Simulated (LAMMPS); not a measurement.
LAMMPS 22 Jul 2025, classical MD, AIREBO (CH.airebo): C, 4096 atoms.

| Quantity | Value |
|---|---|
| task | MD, nve |
| potential | AIREBO, CH.airebo |
| copies of the repeat unit | 8×8×8 |
| shape (slab and sphere leave vacuum in the box) | slab |
| temperature | 800 K |
| steps | 800 |
| timestep | 0.5 fs |
| neighbor skin | 2 Å |
| neigh_modify | every 1 delay 0 check yes |
| thermo | 100 |
| newton | on (default) |
| atom_modify sort (bins of 2 Å where set) | 1000 (default) |
| comm_style | brick (default) |
| box | 28.5 × 28.5 × 85.6 Å, the slab in its lowest third along z, the rest vacuum |
| start | generated diamond lattice, warmed in an untimed run |
| compared values | energy and forces of the first step, drift over the run |

Machine: one whole node, Arm Neoverse V2, 96 cores on 1 socket, no SMT, 1 L3 cache group.

Run on 64 ranks, it takes 5.1 s from launch to exit:

```bash
# ahead of the timed run: OMP_NUM_THREADS=1 mpirun -np 48 lmp -in in.warm -log none -nocite
OMP_NUM_THREADS=1 mpirun -np 64 lmp -in in.lmp -log log.lammps -nocite
```

From its output:

```
  using 1 OpenMP thread(s) per MPI task
  2 by 4 by 8 MPI processor grid
  4096 atoms
  master list distance cutoff = 12.2
  ghost atom cutoff = 12.2
Per MPI rank memory allocation (min/avg/max) = 3.784 | 4.51 | 5.783 Mbytes
81.5% CPU use with 64 MPI tasks x 1 OpenMP threads
...
Loop time of 4.80536 on 64 procs for 800 steps with 4096 atoms

Performance: 7.192 ns/day, 3.337 hours/ns, 166.481 timesteps/s, 681.905 katom-step/s
81.5% CPU use with 64 MPI tasks x 1 OpenMP threads

MPI task timing breakdown:
Section |  min time  |  avg time  |  max time  |%varavg| %total
---------------------------------------------------------------
Pair    | 0.00016011 | 1.3785     | 4.6888     | 150.0 | 28.69
Neigh   | 0          | 0          | 0          |   0.0 |  0.00
Comm    | 0.00022281 | 1.315      | 4.5305     | 132.3 | 27.36
Output  | 0.00019765 | 0.023397   | 0.053082   |  16.0 |  0.49
Modify  | 0.0001318  | 0.00067703 | 0.0018026  |   0.0 |  0.01
Other   |            | 2.088      |            |       | 43.45

Nlocal:             64 ave         198 max           0 min
Histogram: 40 0 0 0 0 1 7 0 0 16
Nghost:           2386 ave        5841 max           0 min
Histogram: 24 0 8 0 8 0 8 0 8 8
Neighs:              0 ave           0 max           0 min
Histogram: 64 0 0 0 0 0 0 0 0 0
FullNghs:      72315.1 ave      259780 max           0 min
Histogram: 40 0 0 0 8 0 0 4 4 8

Total # of neighbors = 4628168
Ave neighs/atom = 1129.9238
Neighbor list builds = 0
Dangerous builds = 0
```

Times are wall-clock medians of two to five runs, from launch to exit, with nothing else on the machine. Unless noted, each process is bound to its own block of adjacent cores. Build: PyPI wheel: MPICH, OPENMP and OPT packages. Other compilers and libraries give other times. Scratch files lie in a memory file system. A preparatory run goes ahead and isn't timed.

### Question
Read the timing block: which change would cut the largest part, on the same cores and with the result kept within 1.0 meV/atom in energy, 10 meV/Å in forces on 48 atoms, 0.20 meV an atom in drift of the total energy?

### Answer
The largest part is other (Other), 41 % of the time from launch to exit. One change that relieves it (others may too): going from comm = brick (default), balance = none (default) to comm = tiled, balance = balance 1.05 rcb, the fastest of the measured ones that keep the result: 5.1 s to 2.2 s (2.3× as fast). The largest move is in other (Other): 2.1 s to 0.0095 s. The slowest rank's pair time is 3.40 times the mean in the first run and 1.15 times in the second; the others wait. These two results differ by: energy equal as printed, forces on 48 atoms equal as printed, drift of the total energy equal as printed. Others tried: comm = brick (default), balance = balance 1.05 shift xyz 20 1.02 (2.4 s); comm = tiled, balance = fix b all balance 200 1.1 rcb (2.5 s); comm = brick (default), balance = fix b all balance 200 1.1 shift xyz 10 1.05 weight time 0.8 (2.5 s); comm = brick (default), balance = fix b all balance 200 1.1 shift xyz 10 1.05 (2.7 s).
